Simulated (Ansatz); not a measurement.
For Pt$_{3}$In (Pm-3m), Ansatz (a first-principles code) with PBEsol, DFPT electron-phonon coupling, linearised Boltzmann equation gives a transport coupling λ_tr = 0.417 and a Drude plasma energy ħω_p = 4.92 eV.

Question: Estimate the resistivity at 300 K from the high-temperature formula ρ = 2π λ_tr k_B T / (ħ ε₀ ω_p²), and say how the full Boltzmann solution compares.

Answer: The scattering rate is 1/τ = 2π λ_tr k_B T/ħ = 1.03e14 s⁻¹ and ω_p = 7.47e15 s⁻¹, so ρ ≈ 20.8 μΩ·cm. The Boltzmann solution gives 19.8 μΩ·cm, 0.95 times the estimate.

A metal at this level (no band gap). Only scattering by harmonic phonons is included (no impurities, grain boundaries, electron-electron scattering or thermal expansion). Spin-orbit coupling is left out, which matters with elements this heavy. The run warned that the eigensolver left some states short of its tolerance. Halving the electron mesh (20x20x20) moves the resistivity by up to 2 % at 300 K, the coupling by up to 4 %. Smearing 0.20 eV; phonons on a 4x4x4 q mesh, which this run doesn't test.

Formula and space group known from diffraction (Crystallography Open Database), not checked to be the room-temperature form: Pt3In (Pm-3m).
